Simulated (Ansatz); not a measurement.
Take BeSe in the zinc blende structure (space group F-43m, No. 216) as the base.

```
CELL_PARAMETERS angstrom
      0.00000     2.56445     2.56445
      2.56445     0.00000     2.56445
      2.56445     2.56445     0.00000
ATOMIC_POSITIONS crystal
  Be 0.00000 0.00000 0.00000
  Se 0.25000 0.25000 0.25000
```

Cartesian axes are those of the cell as printed.

All numbers come from PBEsol/PAW in Ansatz (an electronic-structure program), no SOC.

It is then changed as follows: the cell is compressed by 0.50 % along z with no lateral relaxation; the atoms relax in the strained cell.

Problem. Predict the stress tensor and what it implies for the stiffness.

Solution. Stress of the strained cell less that of the base (GPa, compression positive):
```
   0.27    0.00    0.00
   0.00    0.27    0.00
   0.00    0.00    0.66
```

Then −Δσ_ii/ε with ε = -0.0050 gives relaxed-ion elastic constants: C33 ≈ 132 GPa, C13 ≈ 55 GPa and C23 ≈ 55 GPa.

Whether these cells are dynamically stable was not tested.
